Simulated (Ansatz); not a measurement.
Results of PBEsol (plane waves, PAW; Ansatz, a first-principles code) for spinel GeNi2O4.

Run with plane-wave cutoff 520 eV, 12×12×12 k mesh, Fermi–Dirac smearing 0.05 eV, spin-polarised start, scalar-relativistic PAW data made under PBE.

Equation-of-state points:

```
V (Å³/atom)  E − E_lowest (meV/atom)  P (GPa)
-----------  -----------------------  -------
9.452                          10.93     9.24
9.649                           2.63     4.36
9.846                           0.00     0.00
10.042                          2.44    -3.90
10.239                          9.41    -7.38
```

**Question.** Estimate the bulk modulus from the pressures at 9.649 and 10.042 Å³/atom, and compare it with a fit to all energies.

**Answer.** B = −V dP/dV. Between V = 9.649 and 10.042 Å³/atom, dP/dV = (-3.90 − (4.36))/(10.042 − 9.649) = -21.0 GPa per Å³/atom; at the midpoint 9.845 Å³/atom this gives B ≈ 207 GPa. The third-order Birch–Murnaghan fit gives V0 = 9.846 Å³/atom, B0 = 206 GPa, B′ = 4.6, which lies within 1 % of that estimate.

Note: the magnetic order was assumed, not searched for or taken from measurement; the relaxation could not lower the start's symmetry, so the cell can be a saddle point above a distorted one.

The computed numbers hold no vibrational or temperature effects.
